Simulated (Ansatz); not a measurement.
# SnO2, pressure series

Take SnO₂ in the rutile structure (space group P4_2/mnm, No. 136) as the base.

```
SnO2
1.0
    4.75991     0.00000     0.00000
    0.00000     4.75991     0.00000
    0.00000     0.00000     3.20075
Sn O
2 4
Direct
  0.00000   0.00000   0.00000
  0.50000   0.50000   0.50000
  0.30591   0.30591   0.00000
  0.80591   0.19409   0.50000
  0.19409   0.80591   0.50000
  0.69409   0.69409   0.00000
```

Cell and atoms are relaxed at each pressure.

Levels (all Ansatz, an electronic-structure program, PAW): r2SCAN (500 eV, no spin-orbit coupling); HSE06 (420 eV, no spin-orbit coupling).

Band gaps by level, all at the geometries relaxed with r2SCAN:

| case | r2SCAN | HSE06 |
|---|---|---|
| base | 1.77 eV | 2.84 eV |
| pressure −2 GPa | 1.66 eV | 2.73 eV |
| pressure −1 GPa | 1.71 eV | 2.78 eV |
| pressure 1.8 GPa | 1.86 eV | 2.94 eV |
| pressure 4.2 GPa | 1.99 eV | 3.07 eV |
| pressure 9 GPa | 2.22 eV | 3.31 eV |
| pressure 45 GPa | 3.66 eV | 4.80 eV |
| pressure 60 GPa | 4.14 eV | 5.30 eV |

Single points use the geometry relaxed with r2SCAN. Load acts through the strain it causes; cell and atoms are relaxed under it. No phonon test of stability was made. Competing high-pressure phases were not computed.
